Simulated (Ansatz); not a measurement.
Cell of (CdSe)6/(AgCl)6 rock salt (001) superlattice on CdSe (CdSe held in this type, which need not be the stable form), with its geometry taken from a PBE run:

```xyz
24
Lattice="4.0561 0.0000 0.0000 0.0000 4.0561 0.0000 0.0000 0.0000 33.5317" Properties=species:S:1:pos:R:3 pbc="T T T"
Cd     0.0000     0.0000     0.0002
Se     2.0280     2.0280    -0.0677
Cd     2.0280     2.0280     2.8024
Se     0.0000     0.0000     2.8364
Cd     0.0000     0.0000     5.7142
Se     2.0280     2.0280     5.6862
Cd     2.0280     2.0280     8.5526
Se     0.0000     0.0000     8.5806
Cd     0.0000     0.0000    11.4644
Se     2.0280     2.0280    11.4304
Cd     2.0280     2.0280    14.2666
Se     0.0000     0.0000    14.3345
Ag     0.0000     0.0000    17.0376
Cl     2.0280     2.0280    17.1309
Ag     2.0280     2.0280    19.8318
Cl     0.0000     0.0000    19.7961
Ag     0.0000     0.0000    22.5216
Cl     2.0280     2.0280    22.5456
Ag     2.0280     2.0280    25.2769
Cl     0.0000     0.0000    25.2529
Ag     0.0000     0.0000    27.9667
Cl     2.0280     2.0280    28.0024
Ag     2.0280     2.0280    30.7609
Cl     0.0000     0.0000    30.6677
```

The numbers are results of HSE06 with spin-orbit coupling (plane waves to 420 eV, PAW; Ansatz, a first-principles code), not measurements.  Its k-point mesh 4×4×1, Fermi–Dirac width 0.01 eV. HSE06 ran on meshes of its own (4×4×1); its edges and gaps are taken over the mesh and over extra points off it, mostly where PBE has its edges.

Task: Give the plane-averaged electrostatic potential energy of an electron along the normal (the smooth PAW potential), about its mean over the cell.

Result: 
```
z (Å) | V (eV)
    0.000 | #### -5.22
    0.596 | ############ -1.67
    1.192 | ########################### 4.74
    1.639 | ########################### 4.57
    2.235 | ########### -2.17
    2.832 | #### -5.16
    3.428 | ############ -1.83
    4.024 | ########################### 4.77
    4.471 | ############################ 4.86
    5.067 | ############# -1.55
    5.663 | #### -5.16
    6.259 | ########## -2.45
    6.855 | ########################### 4.47
    7.302 | ############################ 4.89
    7.899 | ############# -1.16
    8.495 | #### -5.15
    9.091 | ########## -2.72
    9.687 | ########################## 4.34
   10.134 | ############################ 5.10
   10.730 | ############### -0.45
   11.326 | #### -5.01
   11.922 | ######### -3.24
   12.519 | ######################### 3.93
   12.966 | ############################ 5.01
   13.562 | ################ -0.18
   14.158 | #### -5.08
   14.754 | ######## -3.31
   15.350 | ######################### 3.86
   15.797 | ############################# 5.45
   16.393 | ################### 1.04
   16.989 | # -6.66
   17.586 | ########### -2.33
   18.033 | ########################### 4.43
   18.629 | ############################# 5.68
   19.225 | ############## -0.72
   19.821 |  -6.90
   20.417 | ############### -0.43
   20.864 | ############################ 5.02
   21.460 | ############################ 5.14
   22.056 | ########## -2.60
   22.653 | # -6.65
   23.249 | #################### 1.43
   23.696 | ############################# 5.57
   24.292 | ########################### 4.60
   24.888 | ###### -4.17
   25.484 | ## -5.94
   26.080 | ####################### 2.87
   26.527 | ############################## 5.70
   27.123 | ######################## 3.44
   27.720 | ### -5.47
   28.316 | ##### -4.76
   28.912 | ########################## 4.26
   29.359 | ############################## 5.90
   29.955 | ##################### 2.09
   30.551 | # -6.39
   31.147 | ######### -3.19
   31.743 | ########################### 4.73
   32.190 | ############################ 5.22
   32.787 | ############### -0.56
   33.383 | #### -5.05
```
